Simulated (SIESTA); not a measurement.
Worked example: self-consistent single point of Al₂CrB₂Mo (Amm2, 6 atoms in the cell) in SIESTA.

Level of theory: LDA PW92, numerical atomic orbitals DZP, PseudoDojo LDA standard norm-conserving potentials (rewritten from UPF to PSML) (SIESTA 5.4.2).

The change in words: lattice scaled by 0.98. Reference geometry:
```
Al2CrB2Mo
1.0
    3.05892     0.00000     0.00000
    0.00000     1.56905     6.93578
    0.00000    -1.56905     6.93578
Al Cr B Mo
2 1 2 1
Direct
  0.50000   0.69302   0.69302
  0.00000   0.30042   0.30042
  0.00000   0.08690   0.08690
  0.50000   0.53607   0.53607
  0.00000   0.47106   0.47106
  0.50000   0.91253   0.91253
```

Reference input (self-consistent single point, DFT, LDA PW92, numerical atomic orbitals DZP, PseudoDojo LDA standard norm-conserving potentials (rewritten from UPF to PSML)): XC.functional = LDA; XC.authors = PW92; potentials = PseudoDojo LDA standard; PAO.BasisSize = DZP; PAO.EnergyShift = 0.005 Ry; MeshCutoff = 400 Ry; kgrid.MonkhorstPack = 7 7 7; OccupationFunction = FD; ElectronicTemperature = 0.1 eV; MaxSCFIterations = 150; SCF.Mixer.Method = Broyden; SCF.Mixer.Weight = 0.25. This run's input differs from it in these lines:

```diff
@@ -14,5 +14,5 @@
 %block LatticeVectors
-     3.058920000    0.000000000    0.000000000
-     0.000000000    1.569045000    6.935780000
-     0.000000000   -1.569045000    6.935780000
+     2.997742000    0.000000000    0.000000000
+     0.000000000    1.537664000    6.797064000
+     0.000000000   -1.537664000    6.797064000
 %endblock LatticeVectors
@@ -20,8 +20,8 @@
 %block AtomicCoordinatesAndAtomicSpecies
-     1.529460000    0.000000000    9.613268511  1
-     0.000000000    0.000000000    4.167294055  1
-     0.000000000   -0.000000000    1.205438564  2
-     1.529460000   -0.000000000    7.436127169  3
-     0.000000000    0.000000000    6.534337054  3
-     1.529460000    0.000000000   12.658214647  4
+     1.498871000   -0.000000000    9.421002587  1
+     0.000000000   -0.000000000    4.083947934  1
+     0.000000000    0.000000000    1.181329723  2
+     1.498871000   -0.000000000    7.287404197  3
+     0.000000000    0.000000000    6.403649936  3
+     1.498871000    0.000000000   12.405049624  4
 %endblock AtomicCoordinatesAndAtomicSpecies
```

Log, with long lists cut:

```
        iscf     Eharris(eV)        E_KS(eV)     FreeEng(eV)     dDmax    Ef(eV) dHmax(eV)
   scf:    1    -4408.208459    -4570.505065    -4570.552448  1.565483 -4.058216 45.805305
   scf:    2    -3873.226129    -4417.845086    -4417.917799  1.102295 -7.410428 85.299368
   scf:    3    -4630.552914    -4624.718839    -4624.773716  1.009211 -6.102108  3.606184
   scf:    4    -4624.792722    -4625.497116    -4625.556129  0.108112 -6.001026  2.667718
   scf:    5    -4625.722058    -4625.741486    -4625.798928  0.089628 -6.061200  0.453747
   [... 4 lines left out ...]
   scf:   10    -4625.762229    -4625.762222    -4625.821447  0.001173 -6.127716  0.003157
   scf:   11    -4625.762188    -4625.762205    -4625.821448  0.000218 -6.127952  0.001025
   scf:   12    -4625.762188    -4625.762197    -4625.821448  0.000132 -6.128083  0.000554
   scf:   13    -4625.762187    -4625.762192    -4625.821448  0.000080 -6.128161  0.000323
SCF Convergence by DM+H criterion
max |DM_out - DM_in|         :     0.0000803379
max |H_out - H_in|      (eV) :     0.0003227025
SCF cycle converged after 13 iterations

Using DM_out to compute the final energy and forces

siesta: E_KS(eV) =            -4625.7622

siesta: E_KS - E_eggbox =     -4625.7622

siesta: Atomic forces (eV/Ang):
     1    0.000000   -0.000000   -0.058525
     2    0.000000    0.000000   -0.061537
     3    0.000000    0.000000    0.101244
     4   -0.000000    0.000000    0.283901
     5    0.000000    0.000000   -0.178697
     6   -0.000000   -0.000000   -0.086694
   Tot    0.000000    0.000000   -0.000307
   Max    0.283901
   Res    0.087404    sqrt( Sum f_i^2 / 3N )
   Max    0.283901    constrained

   [... lines left out ...]
siesta: FreeEng =     -4625.821448
siesta: Cell volume =         62.662404 Ang**3
siesta:          35.73568710         42.82523385  kBar
   [... lines left out ...]
              0.314   0.738   0.776   0.890   0.875   0.863   0.219   0.234

              0.043   0.083   0.014

mulliken: Qtot =       40.000

Mulliken Atomic Populations:
Atom #   charge [q] valence [e]  Species
     1     0.253231    2.746769  Al
     2     0.163439    2.836561  Al
     3     0.237386   13.762614  Cr
     4    -0.553603    3.553603  B
     5    -0.495187    3.495187  B
     6     0.394734   13.605266  Mo
 Total    -0.000000
```

The run converged in 13 iterations. Against the reference run the free energy drops by 14.8 meV/atom, the pressure goes from -10.13 to 3.57 GPa and the largest force goes from 0.302 to 0.284 eV/Å.

The starting cell comes from a database of computed structures (which also holds hypothetical and non-ambient phases and stackings), without a prior relaxation at this level. For this run, on top of that: lattice scaled by 0.98. Spin polarisation is off. Values carry the incompleteness of an atom-centred basis. With a pressure of about 4 GPa the cell is away from its equilibrium volume at this level.

Cost on one core of a shared machine: roughly 10 min.
